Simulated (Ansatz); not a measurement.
# Ca: response to strain

The parent structure is Ca in the fcc (Cu type) structure (space group Fm-3m, No. 225; a = 5.527 Å; relaxed with 0.1 eV smearing).

Strains are applied to the cell and any free atomic positions relax.

The values are results of Ansatz (a quantum-chemistry and plane-wave program), PBE, PAW, cutoff 420 eV, no spin-orbit coupling, not measurements.

Candidates:
(a) isotropic strain +1.00 %
(b) isotropic strain +0.50 %
(c) isotropic strain −1.50 %
(d) isotropic strain +3.00 %

Notes on the quantities. energy relative to the base: free energy F.

Order them by energy relative to the base, lowest first.

(b) isotropic strain +0.50 % (+0.5 meV/atom), (a) isotropic strain +1.00 % (+2.0 meV/atom), (c) isotropic strain −1.50 % (+4.9 meV/atom), (d) isotropic strain +3.00 % (+17 meV/atom)

Stability against distortions was not tested.
